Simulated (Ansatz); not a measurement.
The starting structures come from a database of crystals and need not be the phases stable at ambient conditions.

The decay constant κ of evanescent states in the gap governs leakage through a thin film.

Here is the system:

```
FH3Si
1.0
    7.57807     0.00000     0.00000
    0.00000     8.47869     0.07234
    0.00000     2.05786     4.14496
Si H F
4 12 4
Direct
  0.23089   0.90970   0.88997
  0.76911   0.09030   0.11003
  0.73089   0.59030   0.11003
  0.26911   0.40970   0.88997
  0.21989   0.77176   0.23133
  0.78011   0.22824   0.76867
  0.71989   0.72824   0.76867
  0.28011   0.27176   0.23133
  0.10880   0.87897   0.67039
  0.89120   0.12103   0.32961
  0.60880   0.62103   0.32961
  0.39120   0.37897   0.67039
  0.08473   0.44095   0.76713
  0.91527   0.55905   0.23287
  0.58473   0.05905   0.23287
  0.41527   0.94095   0.76713
  0.16778   0.09465   0.88996
  0.83222   0.90535   0.11004
  0.66778   0.40535   0.11004
  0.33222   0.59465   0.88996
```

Space group of this cell: P2_1/c. The cell was relaxed by PBE-D3(BJ); by r2SCAN its mean pressure is -1.2 GPa.

Transport runs along the normal of the first two printed cell vectors.

The gap is the functional's own, uncorrected, and κ follows it; spin-orbit coupling is left out. Mid-gap values are interpolated between the computed energies.

Give the band gap and the smallest decay constant κ at mid-gap that r2SCAN (Ansatz, a quantum-chemistry and plane-wave program) yields.

Gap 6.40 eV on a 4×4×8 mesh; κ = 0.514 1/Å, at the zone centre.
